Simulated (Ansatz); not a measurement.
GeSe (model structure, started from the rocksalt type, Fm-3m, No. 225, 2 atoms in the cell), treated with PBEsol (Ansatz, a quantum-chemistry and plane-wave program, plane waves, PAW).

Settings: plane-wave cutoff 500 eV, 12×12×12 k mesh, Fermi–Dirac smearing 0.05 eV, scalar-relativistic PAW data made under PBE.

Cell (relaxed at this level):

```yaml
crystal:
  lattice:
    - [0.00000, 2.78035, 2.78035]
    - [2.78035, 0.00000, 2.78035]
    - [2.78035, 2.78035, 0.00000]
  atoms:
    - { symbol: Se, position: [0.00000, 0.00000, 0.00000] }
    - { symbol: Ge, position: [0.50000, 0.50000, 0.50000] }
```

What does this level give for the band gap?


- band gap = 0.30 eV (on the SCF k mesh)

Note: the relaxation could raise the start's symmetry but not lower it, so the cell can be a saddle point.

Spin–orbit coupling is not included.

The computed numbers hold no vibrational or temperature effects.

Computing time: very roughly 27 core-seconds.

A model structure was made by putting elements into a prototype or built by hand; it is no filed structure, need not be a known phase, and can be a saddle point held by its symmetry.
